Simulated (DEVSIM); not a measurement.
Structure: abrupt Si p-n junction, at 350 K.

Layer 1 from the left is Si, thickness (μm) 0.260, Na (cm⁻³) 1.3e19, τn (s) 0.00024, τp (s) 0.00024. Layer 2 from the left is Si, thickness (μm) 2.90, Nd (cm⁻³) 3.1e15, τn (s) 0.00024, τp (s) 0.00024.

Left contact: ohmic. Right contact: ohmic. Voltage is applied to the left contact. Recombination: SRH at mid-gap. Mobility is μmin + (μ − μmin)/(1 + (N/Nref)^α).

Constants are typed, rounded textbook-type inputs, not results; the design itself was drawn at random and stands for no fabricated device. Values at 300 K; Nc and Nv go as T^1.5, mobilities as T to minus their exponent, the gap by Varshni's rule with the affinity fixed.

Si: gap (eV) 1.124, affinity (eV) 4.05, permittivity 11.7, Nc (cm⁻³) 2.86e19, Nv (cm⁻³) 3.1e19, μn (cm²/Vs) 1417, μp (cm²/Vs) 470, μn,min 52, μp,min 45, Nref,n 9.7e16, Nref,p 2.2e17, αn 0.68, αp 0.72, T exponent of μn 2.3, T exponent of μp 2.2, Varshni α (eV/K) 0.000473, Varshni β (K) 636.

Q: Estimate by hand the built-in potential, the peak field at zero bias, the capacitance at -4 V, and compare with a numerical solution.

A: 
- Built-in potential: ni = √(Nc Nv) exp(−Eg/2kT) = 3.78e11 cm⁻³ with Eg = 1.111 eV; Vbi = kT/q ln(Na Nd/ni²) = 0.795 V; numerical 0.795 V.
- Peak field at zero bias: depletion approximation: W = √(2εVbi/(qN)) = 0.576 μm with N = 3.10e15 cm⁻³; field = 2Vbi/W = 27600 V/cm; numerical 210000 V/cm (estimate below by 87 %).
- Capacitance at -4 V: C = √(qεN / 2(Vbi + |V|)) = 7.32 nF/cm²; numerical 7.44 nF/cm² (estimate below by 1.6 %).

DEVSIM, 1D drift-diffusion, Boltzmann statistics, complete ionisation; no tunnelling, impact ionisation, image-force lowering or self-heating.
